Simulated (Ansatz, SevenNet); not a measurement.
## Fluorite PtAl2: formation enthalpy by level of theory

No measured value is used here.

```csv
level (code),value (eV/atom)
SevenNet-l3i5,-0.921
LDA (Ansatz),-0.908
PBE (Ansatz),-0.883
rVV10 (Ansatz),-0.835
r²SCAN (Ansatz),(withheld)
```

Question: Complete the blanks.

Answer: 
- r²SCAN (Ansatz, an electronic-structure program), value (eV/atom): -0.965

Density-functional levels without +SOC have no spin–orbit coupling, which shifts binding energies of heavy elements. Each level is taken at its own relaxed cell. Ansatz's density-functional and Hartree–Fock values are scalar-relativistic unless marked +SOC, with PAW data made under PBE.

Machine-learned potentials (SevenNet-l3i5) are trained on DFT data: a solid inside that data is no test of them.
